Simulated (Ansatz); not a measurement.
Input and output of a self-consistent single point for Al₂Cu (I4/mcm, 6 atoms in the cell) (Ansatz, a first-principles code).

Method: PBE (plane waves, PAW; Ansatz).

The change in words: lattice scaled by 0.98. Reference geometry:
```xyz
6
Lattice="-2.9989 2.9989 2.3927 2.9989 -2.9989 2.3927 2.9989 2.9989 -2.3927" Properties=species:S:1:pos:R:3 pbc="T T T"
Al     0.9513     2.0476     2.3927
Al     2.0476     0.9513     0.0000
Al     0.9513     3.9502     0.0000
Al     2.0476    -0.9513     2.3927
Cu     0.0000     0.0000     1.1964
Cu     0.0000     0.0000     3.5891
```

Reference input (self-consistent single point, DFT, PBE, plane waves, default PAW files): kpoints.mp_grid.grid = 6 6 6; hamiltonian.xc = pbe; hamiltonian.pseudopotentials = {kind: paw} (the program's default PAW files); scf.occupations.method = gaussian; scf.occupations.width = 0.272 eV. This run's input differs from it in these lines:

```diff
@@ -3,5 +3,5 @@
   lattice:
-    - [-2.99890000, 2.99890000, 2.39273500]
-    - [2.99890000, -2.99890000, 2.39273500]
-    - [2.99890000, 2.99890000, -2.39273500]
+    - [-2.93892200, 2.93892200, 2.34488000]
+    - [2.93892200, -2.93892200, 2.34488000]
+    - [2.93892200, 2.93892200, -2.34488000]
   atoms:
```

Log, with long lists cut:

```
SCF iter   1: F=—  HF=-15401.115795 eV  |F-HF|=—  |Δ(HF+E_count)|=         —  Δρ=5.05e-3  dr2=1.62e-2  ethr=1.77e-3  ⟨swp⟩=7.5  Hψ=4482  notcnv=0
all-band conjugate gradients solve this SCF's bands
preconditioner: auto → Kerker (q_TF=auto, 2.517 Å⁻¹)
SCF iter   2: F=—  HF=-15401.117507 eV  |F-HF|=—  |Δ(HF+E_count)|=   1.71e-3  Δρ=5.24e-3  dr2=1.16e-2  ethr=3.23e-5  ⟨swp⟩=2.0  Hψ=1639  notcnv=0
   [... lines left out ...]
SCF iter   5: F=—  HF=-15401.114590 eV  |F-HF|=—  |Δ(HF+E_count)|=   1.56e-5  Δρ=2.37e-4  dr2=2.81e-5  ethr=1.02e-7  ⟨swp⟩=2.1  Hψ=1354  notcnv=0
SCF iter   6: F=—  HF=-15401.114586 eV  |F-HF|=—  |Δ(HF+E_count)|=   4.32e-6  Δρ=3.17e-5  dr2=6.67e-7  ethr=5.62e-8  ⟨swp⟩=2.2  Hψ=1161  notcnv=0
SCF iter   7: F=—  HF=-15401.114586 eV  |F-HF|=—  |Δ(HF+E_count)|=   1.16e-7  Δρ=1.65e-5  dr2=1.50e-7  ethr=2.00e-10  ⟨swp⟩=7.2  Hψ=4042  notcnv=0
SCF iter   8: F=-15401.114586 eV  HF=-15401.114586 eV  |F-HF|=1.32e-8  |Δ(HF+E_count)|=   1.46e-8  Δρ=4.79e-6  dr2=1.13e-8  ethr=2.00e-10  ⟨swp⟩=3.8  Hψ=2643  notcnv=0
SCF 1 converged in 8 iterations: F = -15401.114586 eV  dr2 = 1.13e-8
Free energy (F): -15401.114586 eV
Internal energy: -15401.048331 eV  (E = F + TS)
E sigma→0 (E₀):  -15401.081458 eV
Entropy (-TS):   -0.066254 eV (-11.042 meV/atom)
Fermi energy:    11.771684 eV
--- Forces (eV/Å), atoms counted from 1 ---
  atom   1  Al    -0.06174098     0.06174098     0.00000000
  atom   2  Al     0.06174098    -0.06174098     0.00000000
  atom   3  Al    -0.06174098    -0.06174098    -0.00000000
  atom   4  Al     0.06174098     0.06174098    -0.00000000
  atom   5  Cu     0.00000000     0.00000000     0.00000000
  atom   6  Cu    -0.00000000     0.00000000     0.00000000
--- Stress (GPa, compression-positive) ---
       11.193420      -0.000000       0.000000
       -0.000000      11.193420       0.000000
        0.000000       0.000000      15.029183
  P = ⅓ Tr σ = 12.4720 GPa (124.720 kbar)
  The stress holds the Pulay correction. Without it, at fixed plane waves, as pw.x and ABINIT print it: P = 12.3937 GPa
```

The run converged in 8 iterations. Against the reference run the free energy goes up by 42.9 meV/atom, the pressure goes from 4.26 to 12.47 GPa and the largest force goes from 0.039 to 0.087 eV/Å.

The starting cell comes from a database of computed structures (which also holds hypothetical and non-ambient phases and stackings), without a prior relaxation at this level. For this run, on top of that: lattice scaled by 0.98. Spin polarisation is off. With a pressure of about 12 GPa the cell is away from its equilibrium volume at this level. Ansatz's pressure includes its estimate of the finite-basis (Pulay) stress.

Keys are those of Ansatz 0.2.
